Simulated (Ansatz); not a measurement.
The starting structures come from a database of crystals and need not be the phases stable at ambient conditions.

 Where the default PAW files enter, the runs use the earlier of Ansatz's two default sets.

Here is the system:

```xyz
10
Lattice="5.3715 0.0000 0.0000 0.0000 7.7922 0.0000 2.6857 3.8961 2.6857" Properties=species:S:1:pos:R:3 pbc="T T T"
Ca     2.6857     1.9481     0.0000
Ca     5.3715     9.7403     2.6857
Ti     0.0000     3.8961     0.0000
Ti     0.0000     0.0000     0.0000
O      6.3990     7.7922     1.6582
O      1.6582     3.8961     1.0276
O      3.7133     7.7922     1.0276
O      4.3439     3.8961     1.6582
O      0.0000     1.9481     0.0000
O      0.0000     5.8442     0.0000
```

Space group of this cell: I4/mcm. The cell is taken as given; by PBEsol its mean pressure is -2.9 GPa.

Transport runs along the normal of the first two printed cell vectors, the (100) plane of the conventional cell.

No gap correction and no spin-orbit coupling; mid-gap values are interpolated between computed energies.

Problem. Predict the band gap and the smallest decay constant κ at mid-gap from PBEsol run with Ansatz (an electronic-structure program).

Solution. Gap 2.32 eV on a 12×12×12 mesh; κ = 0.236 1/Å, at the zone centre.
